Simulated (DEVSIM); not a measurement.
## abrupt Si p-n junction

Structure: abrupt Si p-n junction, at 300 K.

```tsv
layer (left to right)	material	thickness (μm)	Nd (cm⁻³)	Na (cm⁻³)	τn (s)	τp (s)
1	Si	5.60	-	3.9e17	9e-6	9e-6
2	Si	7.90	2.4e14	-	9e-6	9e-6
```

Left contact: ohmic. Right contact: ohmic. Voltage is applied to the left contact. Recombination: SRH at mid-gap, radiative. Mobility is constant in doping.

The device is made up for the run: typed textbook-type constants, with dimensions and the other settings drawn at random. Values at 300 K.

```csv
parameter,Si
gap (eV),1.124
affinity (eV),4.05
permittivity,11.7
Nc (cm⁻³),2.86e19
Nv (cm⁻³),3.1e19
μn (cm²/Vs),1417
μp (cm²/Vs),470
B (cm³/s),4.7e-15
```

DEVSIM, 1D drift-diffusion, Boltzmann statistics, complete ionisation; no tunnelling, impact ionisation, image-force lowering or self-heating.

```yaml
potential_step_across_the_device_at_zero_bias: 0.709 V
largest_field_in_the_device_at_zero_bias: 34000 V/cm
Dark forward voltage at 1 A/cm²: 0.543 V
Dark forward voltage at 100 A/cm²: 0.751 V
```

Small-signal capacitance in reverse bias (quasi-static):

```csv
V (V),C (nF/cm²)
-0.4,4.53
-1,3.55
-2,2.77
-3,2.35
-4,2.08
-6,1.73
```

Dark reverse current:

```json
[
 {"V (V)": "-0.40", "J (A/cm²)": "-9.4e-9"},
 {"V (V)": "-1.00", "J (A/cm²)": "-1.7e-8"},
 {"V (V)": "-2.00", "J (A/cm²)": "-2.5e-8"},
 {"V (V)": "-3.00", "J (A/cm²)": "-3.3e-8"},
 {"V (V)": "-4.00", "J (A/cm²)": "-3.9e-8"},
 {"V (V)": "-6.00", "J (A/cm²)": "-5.0e-8"}
]
```
